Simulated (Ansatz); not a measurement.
## Short convergence ladders for AlTc2 (I4mm, 3 atoms in the cell)

```xyz
3
Lattice="-1.4831 1.4831 4.7068 1.4831 -1.4831 4.7068 1.4831 1.4831 -4.7068" Properties=species:S:1:pos:R:3 pbc="T T T"
Al     0.0000     0.0000     0.0500
Tc     0.0000     0.0000     6.3062
Tc     0.0000     0.0000     3.1073
```

Base method: PBEsol, default PAW files made with PBE (plane waves; Ansatz, an electronic-structure program).

Base settings: basis.ecutwfc = 500 eV; kpoints.mp_grid.grid = 9 9 9; hamiltonian.xc = pbesol; hamiltonian.pseudopotentials = {kind: paw} (the program's default PAW files); scf.occupations.method = fermi_dirac; scf.occupations.width = 0.1 eV.

The count of work is k-points × plane waves × bands × iterations; it is no time. Core times come from one kind of shared machine, to one figure; runs under 30 s give none.

**The cutoff for other potential files**

Level: DFT, PBEsol, plane waves, harder PAW files (source: ansatz) made with PBE.

In this ladder: hamiltonian.pseudopotentials = {kind: paw, source: ansatz}.

The second cell is the first with its lattice scaled by 0.98.

The mesh stays at the base's, so the ladder's end is converged at best in this setting alone.

The first pressure column holds Ansatz's estimate of the finite-basis (Pulay) stress, which hides part of the cutoff error; the other is without it.

Only quantities that move along the ladder and can be compared are tabulated.

```tsv
basis.ecutwfc	free energy less the last step's (meV/atom)	energy of the compressed cell less the first (meV/atom)	pressure (GPa)	pressure without the Pulay estimate (GPa)	largest difference of a force vector from the last step's (eV/Å)	count of work / last
405 eV	1256.20	37.70	-0.80	-80.13	0.027	0.11
495 eV	196.60	40.33	-0.44	-16.41	0.003	0.14
630 eV	8.77	40.39	-0.37	-1.40	0.000	0.21
765 eV	1.20	40.43	-0.36	-0.39	0.000	0.27
900 eV	0.83	40.43	-0.36	-0.37	0.000	0.35
1080 eV	0.50	40.42	-0.36	-0.38	0.000	0.46
1350 eV	0.19	40.42	-0.36	-0.37	0.000	0.65
1800 eV	0.00	40.42	-0.36	-0.37	0.000	1.0
```

Coarsest basis.ecutwfc that holds the pressure without the Pulay estimate within 0.5 GPa of the last step, with all finer ones: 765 eV, at 0.27 of the last step's count of work; the step before is off by 1.0 GPa.

Coarsest basis.ecutwfc that holds the free energy within 5 meV/atom of the last step, with all finer ones: 765 eV, at 0.27 of the last step's count of work; the step before is off by 8.8 meV/atom.

Coarsest basis.ecutwfc that holds the pressure within 0.2 GPa of the last step, with all finer ones: 495 eV, at 0.14 of the last step's count of work; the step before is off by 0.44 GPa.

The energy difference between the two cells stays within 1 meV/atom of the last step's from 495 eV on, the total only from 900 eV on: much of the error is common to both cells and cancels.

At the lowest cutoff the pressure without the Pulay estimate lies 79.8 GPa under the last step's, the usual sign of Pulay stress in an incomplete plane-wave basis.

**The relaxed cell against the cutoff**

On AlTc2 (I4/mmm, 3 atoms in the cell): atoms on their sites.

In this ladder: relax = cell and atoms.

The mesh stays at the base's, so the ladder's end is converged at best in this setting alone.

Only quantities that move along the ladder and can be compared are tabulated.

| basis.ecutwfc | relaxed volume (Å³/atom) | relaxation steps | core time / last (rough) |
|---|---|---|---|
| 300 eV | 13.777 | 12 | 0.5 |
| 350 eV | 13.740 | 13 | 0.5 |
| 425 eV | 13.772 | 8 | 0.6 |
| 500 eV | 13.772 | 5 | 0.5 |
| 600 eV | 13.772 | 5 | 0.5 |
| 750 eV | 13.772 | 5 | 0.8 |
| 1000 eV | 13.772 | 5 | 1 |

Coarsest basis.ecutwfc that holds the relaxed volume within 0.014 Å³/atom of the last step, with all finer ones: 425 eV; the step before is off by 0.032 Å³/atom.

On the base run: the starting cell comes from a database of computed structures (which also holds hypothetical and non-ambient phases and stackings), without a prior relaxation at this level. Its lattice was rescaled by up to half a per cent. One atom was moved a little off its site on purpose. Spin polarisation is off.

Left out of this page: 1 run of the series stopped by limits of time or memory.

Keys are those of Ansatz 0.2.
